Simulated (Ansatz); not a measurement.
**How far PBE and PBEsol part for MgO, pressure 5 GPa**

Start from MgO in the rock salt structure (space group Fm-3m, No. 225; a = 4.254 Å).

(Cell as relaxed with PBE.)

Levels (all Ansatz, a quantum-chemistry and plane-wave program, PAW): PBE (420 eV, without spin-orbit coupling); PBEsol (420 eV, without spin-orbit coupling).

Each level relaxes its own structure.

```tsv
base	PBE	PBEsol
volume per atom	9.62 Å³	9.35 Å³
lattice parameter a	4.254 Å	4.214 Å
band gap	4.46 eV	4.62 eV
```

Perturbation: cell and atoms relaxed at a pressure of 5 GPa.

```json
[
 {"quantity": "hole mass (degenerate bands, along [100])", "PBE": "0.39, 2.1, 2.1 mₑ (at Γ)", "PBEsol": "[?]"},
 {"quantity": "band gap", "PBE": "4.76 eV", "PBEsol": "[?]"},
 {"quantity": "shift of the gap caused by the change", "PBE": "+0.30 eV", "PBEsol": "[?]"},
 {"quantity": "lattice parameter a", "PBE": "4.209 Å", "PBEsol": "[?]"}
]
```

Q: Given the PBE results, estimate those of PBEsol.

A: 
- hole mass (degenerate bands, along [100]), PBEsol: 0.39, 2.0, 2.0 mₑ (at Γ)
- band gap, PBEsol: 4.91 eV
- shift of the gap caused by the change, PBEsol: +0.29 eV
- lattice parameter a, PBEsol: 4.172 Å

PBE's band gap lies 0.15 eV below PBEsol's; PBE's lattice parameter a lies 0.037 Å above PBEsol's (0.9 %). Neither level is exact; PBEsol is the comparison here, not a measurement.

Load acts through the strain it causes; cell and atoms are relaxed under it. Masses are band curvatures over ±0.01 Å⁻¹ around the edge. No phonon test of stability was made. No other phases were tried under pressure. The base started in Pnma and relaxed to Fm-3m at this level.
